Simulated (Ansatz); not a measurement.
The reference is MgH2 in the rutile structure (space group P4_2/mnm, No. 136; a = 4.476 Å, c = 3.008 Å).

The values are results of Ansatz (a first-principles code) PBEsol, no spin-orbit coupling, not measurements.

Base values:

- Lattice parameter a: 4.476 Å

Modification: a hydrostatic pressure of 30 GPa.

What happens to the lattice parameter a?

The lattice parameter a shrinks by 0.590 Å, from 4.476 Å to 3.886 Å.

Load acts through the strain it causes; cell and atoms are relaxed under it. No phonon test of stability was made. Competing high-pressure phases were not computed.
